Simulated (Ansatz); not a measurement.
## AlN: response to strain

Base system: AlN in the wurtzite structure (space group P6_3mc, No. 186; a = 3.1302 Å, c = 5.0180 Å).

Strains are applied to the cell and any free atomic positions relax.

Calculations: Ansatz (a program for electronic structure) PBE, no spin-orbit coupling.

Notes on the quantities. energy relative to the base: free energy F.

```csv
isotropic strain (%),energy relative to the base (meV/atom)
-3,56.9
-2.4,35.8
-1.8,19.8
-1.2,?
-0.6,2.1
0,0.0
```

### Question
Fit ΔE = Aε² + Bε³ (ε in %) to the rows shown and predict the withheld row.

### Answer
Least squares on the printed values gives A = 5.79 and B = -0.18 meV/atom (largest residual 0.0 meV/atom); this predicts 8.6 meV/atom, and the run gives 8.7 meV/atom, in agreement.

Whether these cells are dynamically stable was not tested.
